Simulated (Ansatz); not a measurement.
The reference is VN (space group Pm-3m, No. 221; a = 3.9012 Å; a hypothetical phase, not in the database extracts checked). Axes: x, y, z lie along the cube axes.

The values are results of Kohn–Sham DFT with the PBEsol functional, run in Ansatz (an electronic-structure program) with PAW and 420 eV plane waves, no SOC, not measurements.

For the base:

- Pressure: 0.0 GPa
- Shortest interatomic distance: 3.686 bohr
- Band gap: zero

Now apply this change: uniaxial strain ε_zz = +1.48 %, all other strain components held at zero, atoms relaxed at fixed cell.

What does the calculation give for the energy relative to the base, pressure, shortest interatomic distance and band gap after the change?

The energy rises by 2.9 meV/atom; the pressure (mean of the normal stresses, compression positive) goes from zero to -4.0 GPa; the shortest interatomic distance stays 3.686 bohr; the band gap is still zero.

Without a gap, meshes like the base's 12×12×12 leave anisotropic stresses uncertain by several tenths of a GPa, and small strain energies with them. No phonon test of stability was made. Starting moments died away, wholly or in part, for the base; another magnetic solution may exist. All final runs are without spin polarisation.
